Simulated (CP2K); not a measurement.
A user runs CP2K on Ba3InHg10 (Immm, 14 atoms in the cell) and asks whether the run is sound. The aim is a self-consistent single point with DFT LDA (Pade form), GPW, DZVP-MOLOPT-SR-GTH basis, GTH-PADE potentials (GTH_POTENTIALS).

Cell that was meant: a = 9.6648 Å, b = 9.6648 Å, c = 9.6648 Å, α = 147.78°, β = 116.72°, γ = 72.81°.

Part of the input:

```
        ELECTRONIC_TEMPERATURE [K] 1160.45
      &END SMEAR
    &END SCF
    &XC
      &XC_FUNCTIONAL PADE
      &END XC_FUNCTIONAL
    &END XC
```

Output, abridged:

```
 GLOBAL| Method name                                                        CP2K
   [... lines left out ...]
                        No outer SCF

 Extrapolation method: initial_guess

 Number of electrons:                                                        163
 Number of occupied orbitals:                                                 82
 Number of molecular orbitals:                                               108

 Number of orbital functions:                                                317
 Number of independent orbital functions:                                    317
 SCF WAVEFUNCTION OPTIMIZATION

  Step     Update method      Time    Convergence         Total energy    Change

 *** WARNING in fm/cp_fm_elpa.F:518 :: Setting real_kernel for ELPA failed ***

     1 NoMix/Diag. 0.30E+00      -     1.56710366      -546.2603511166 -5.46E+02

 *** WARNING in fm/cp_fm_elpa.F:518 :: Setting real_kernel for ELPA failed ***

     2 Broy./Diag. 0.30E+00      -     0.48910037      -547.0172098036 -7.57E-01

 *** WARNING in fm/cp_fm_elpa.F:518 :: Setting real_kernel for ELPA failed ***

     3 Broy./Diag. 0.30E+00      -     0.10421224      -545.4802349100  1.54E+00

   [... lines left out ...]

    11 Broy./Diag. 0.30E+00      -     0.00000772      -544.8072400384 -4.11E-04

 *** WARNING in fm/cp_fm_elpa.F:518 :: Setting real_kernel for ELPA failed ***

    12 Broy./Diag. 0.30E+00      -     0.00000264      -544.8073403763 -1.00E-04

 *** WARNING in fm/cp_fm_elpa.F:518 :: Setting real_kernel for ELPA failed ***

    13 Broy./Diag. 0.30E+00      -     0.00000304      -544.8073339892  6.39E-06

 *** WARNING in fm/cp_fm_elpa.F:518 :: Setting real_kernel for ELPA failed ***

    14 Broy./Diag. 0.30E+00      -     0.00000050      -544.8073246219  9.37E-06
  *** SCF run converged in    14 steps ***

  Overlap energy of the core charge distribution:               0.00000000056077
  Self energy of the core charge distribution:               -959.33083612308542
  Core Hamiltonian energy:                                    273.90322113285492
  Hartree energy:                                             217.41589446519441
  Exchange-correlation energy:                                -76.78524455497727
  Electronic entropic energy:                                  -0.01035954607199
  Fermi energy:                                                 0.23989956502391

  Total energy:                                              -544.80732462194146
  Total energy (extrapolated to T->0):                       -544.80214484890541

   [... lines left out ...]
 STRESS|                        x                   y                   z
 STRESS|      x       -4.16993621657E+04  -1.78054116411E+04  -5.88577381536E+03
 STRESS|      y       -1.78054116411E+04  -3.06785726606E+04   7.98063142167E+03
 STRESS|      z       -5.88577381536E+03   7.98063142167E+03  -4.05106569487E+03
 STRESS| 1/3 Trace                                            -2.54763335070E+04
```

Task: Can these results be used? Check the input.

Result: The run is not sound. The fault is a single k-point for a small metallic cell. One k-point cannot sample the Fermi surface of a small cell. To fix it, use a converged k-point mesh. The run converged in 14 iterations without an error; against the sound input the free energy rises by 412 meV/atom, the pressure goes from -4.42 to -2.55 GPa and the largest force goes from 0.084 to 0.703 eV/Å. The full log also holds: “WARNING in fm/cp_fm_elpa.F:518 :: Setting real_kernel for ELPA failed”.

The sound input it was made from differs as follows (other fixes are possible):
```diff
+    &KPOINTS
+      SCHEME MONKHORST-PACK 3 3 3
+    &END KPOINTS
```

With that input, the run converged in 13 iterations: free energy E − TS -14830.7313 eV; Fermi level (on the code's own zero) 6.51 eV; pressure -4.42 GPa; largest force (vector length) 0.084 eV/Å (DFT LDA (Pade form), GPW, DZVP-MOLOPT-SR-GTH basis, GTH-PADE potentials (GTH_POTENTIALS)).

On the sound input: the starting cell comes from a database of computed structures (which also holds hypothetical and non-ambient phases and stackings), without a prior relaxation at this level. Values carry the incompleteness of an atom-centred basis. With a pressure of about -4 GPa the cell is away from its equilibrium volume at this level. Without a gap this mesh is coarse (it stands for a supercell whose shortest vector is 16 Å).
